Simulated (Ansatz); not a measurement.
Relaxation of the outer planes of the (30-32) surface of hcp Ru in its 1x1 cell, outermost plane spacing 0.74 Å in the ideal cut.

The numbers are results of PBE (plane waves to 420 eV, PAW; Ansatz, a first-principles code), not measurements.

Slab: 30 atoms, 10.3 Å thick at the start (thin: gaps and levels are the slab's own); k 14x3x1, smearing 0.1 eV, dipole-corrected; all atoms relaxed; symmetry of the start imposed; no spin, no spin-orbit, no U.

```csv
plane,atoms,bulk spacing to the next (Å),relaxed spacing (Å),change (%),rumpling (Å)
1,2 Ru,0.738,0.698,-5.4,0.02
2,2 Ru,0.738,0.674,-8.6,0.04
```
